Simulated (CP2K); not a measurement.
Input and output of a self-consistent single point for Br (Cmce, 4 atoms in the cell) (CP2K).

Computed with PBE, GPW, DZVP-MOLOPT-SR-GTH basis, GTH-PBE potentials (GTH_POTENTIALS) in CP2K 2026.2.

```yaml
crystal:
  lattice:
    - [4.08011, 0.00000, 0.00000]
    - [-1.54324, 3.77700, 0.00000]
    - [0.00000, 0.00000, 8.85603]
  atoms:
    - { symbol: Br, position: [0.86100, 0.86100, 0.88900] }
    - { symbol: Br, position: [0.63900, 0.63900, 0.38900] }
    - { symbol: Br, position: [0.36100, 0.36100, 0.61100] }
    - { symbol: Br, position: [0.13900, 0.13900, 0.11100] }
```

Reference input (self-consistent single point, DFT PBE, GPW, DZVP-MOLOPT-SR-GTH basis, GTH-PBE potentials (GTH_POTENTIALS)): CUTOFF = 400 Ry; REL_CUTOFF = 40 Ry; SMEAR/METHOD = GAUSSIAN; SIGMA = 0.02 eV; KPOINTS/SCHEME = MONKHORST-PACK 7 7 3; XC_FUNCTIONAL = PBE; Br/BASIS_SET = DZVP-MOLOPT-SR-GTH-q7; Br/POTENTIAL = GTH-PBE-q7; METHOD = GPW; EPS_DEFAULT = 1e-11; NGRIDS = 4; SCF_GUESS = ATOMIC. This run's input differs from it in these lines:

```diff
@@ -36,3 +36,3 @@
         METHOD GAUSSIAN
-        SIGMA [eV] 0.02
+        SIGMA [eV] 0.8
       &END SMEAR
```

The program printed (abridged):

```
 SCF WAVEFUNCTION OPTIMIZATION

  Step     Update method      Time    Convergence         Total energy    Change
     1 NoMix/Diag. 0.40E+00      -     0.61617380       -53.8001498718 -5.38E+01
     2 Broy./Diag. 0.40E+00      -     0.01076286       -53.7055228418  9.46E-02
     3 Broy./Diag. 0.40E+00      -     0.02289337       -53.6982451635  7.28E-03
     4 Broy./Diag. 0.40E+00      -     0.00218906       -53.6686767511  2.96E-02
     5 Broy./Diag. 0.40E+00      -     0.00264875       -53.6580437030  1.06E-02
     6 Broy./Diag. 0.40E+00      -     0.00045794       -53.6485083095  9.54E-03
   [... 3 lines left out ...]
    10 Broy./Diag. 0.40E+00      -     0.00000687       -53.6445887857  1.27E-04
    11 Broy./Diag. 0.40E+00      -     0.00000271       -53.6445940340 -5.25E-06
    12 Broy./Diag. 0.40E+00      -     0.00000158       -53.6446361042 -4.21E-05
    13 Broy./Diag. 0.40E+00      -     0.00000031       -53.6446496677 -1.36E-05
  *** SCF run converged in    13 steps ***

  Overlap energy of the core charge distribution:               0.00000000924290
  Self energy of the core charge distribution:               -110.58115837536025
  Core Hamiltonian energy:                                     24.75844659760165
  Hartree energy:                                              42.55767154411961
  Exchange-correlation energy:                                -10.36855908204308
  Smearing free energy correction:                             -0.01105034987100
  Fermi energy:                                                 0.04205906885022

  Total energy:                                               -53.64464966767289
  Total energy (extrapolated to sigma->0):                    -53.63912449273739

   [... lines left out ...]

 STRESS| Analytical stress tensor [bar]
 STRESS|                        x                   y                   z
 STRESS|      x        1.22532055029E+04   2.38589579945E+03  -5.88446455786E-04
 STRESS|      y        2.38589579945E+03   1.42029006864E+04  -8.35838125084E-04
 STRESS|      z       -5.88446455786E-04  -8.35838125084E-04   3.69352393163E+04
 STRESS| 1/3 Trace                                             2.11304485019E+04
```

The run converged in 13 iterations. Against the reference run the free energy falls by 13.8 meV/atom, the pressure goes from 1.63 to 2.11 GPa and the largest force goes from 0.825 to 1.033 eV/Å.

The starting cell has typed, rounded lattice constants, without a prior relaxation at this level. Its lattice was rescaled by a random factor within 2.5 % of one. Values carry the incompleteness of an atom-centred basis. Forces in this geometry exceed 1 eV/Å.
